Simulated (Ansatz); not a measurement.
## What Sn → Ru does to hypothetical P6_3/mmc SnS2

Consider SnS$_{2}$ in the 2H-MoS2 type structure (space group P6_3/mmc, No. 194; a = 3.589 Å, c = 11.889 Å; a hypothetical phase, not in the database extracts checked; layered, stacked along the Cartesian z axis).

Perturbation: every Sn is replaced by Ru; the structure is relaxed again.

Method: PBE-D3(BJ) (Ansatz, a quantum-chemistry and plane-wave program, PAW, no spin-orbit coupling), earlier PAW set. Γ-centred 16×16×5 mesh, Fermi–Dirac width 0.05 eV, for the changed cell.

```tsv
quantity	base	changed	shift
volume per atom	22.10 Å³	17.19 Å³	-4.91 Å³
density	4.58 g/cm³	5.32 g/cm³	+0.74 g/cm³
lattice parameter a	3.589 Å	3.279 Å	-0.310 Å
c/a ratio	3.313	3.378	+0.065
shortest interatomic distance	2.626 Å	2.367 Å	-0.259 Å
band gap	zero	zero	–
```

Final structure:

```
CELL_PARAMETERS angstrom
      3.27912     0.00000     0.00000
     -1.63956     2.83980     0.00000
      0.00000     0.00000    11.07566
ATOMIC_POSITIONS crystal
  Ru 0.33333 0.66667 0.25000
  Ru 0.66667 0.33333 0.75000
  S  0.33333 0.66667 0.62171
  S  0.66667 0.33333 0.12171
  S  0.66667 0.33333 0.37829
  S  0.33333 0.66667 0.87829
```

Cost of the whole job for the changed cell (relaxation, final SCF and bands): about 80 core-seconds (a rough figure).

No phonon test of stability was made. As relaxed here, RuS2 is a hypothetical phase, not in the database extracts checked. All final runs are without spin polarisation. RuS2 has a high density of states at the Fermi level and may be magnetic at this level. The zero or small gap of SnS2 can change with the level of theory.
